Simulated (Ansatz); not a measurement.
Take GaN in the wurtzite structure (space group P6_3mc, No. 186; a = 3.218 Å, c = 5.243 Å) as the base. Axes: x lies along a and z along c of the hexagonal cell.

Method: PBE in Ansatz (plane waves to 420 eV, PAW, no SOC).

Now apply this change: an isotropic linear strain of +1.20 %, atoms relaxed at fixed cell.

Problem. Predict the stress tensor and what it implies for the stiffness.

Solution. Stress of the strained cell less that of the base (GPa, compression positive):
```
  -5.70    0.00    0.00
   0.00   -5.70    0.00
   0.00    0.00   -5.67
```

Then B = −ΔP/(ΔV/V₀) with ΔV/V₀ = 0.0364 gives secant stiffness values (nonlinear terms included at this strain): B (at held cell shape, above the free-shape value) ≈ 156 GPa.

As a check, the harmonic strain energy −½ V₀ Δσ:ε is 7.5 meV/atom; the computed energy rise is 7.9 meV/atom.

Stability against distortions was not tested.

Ansatz is a quantum-chemistry and plane-wave program.
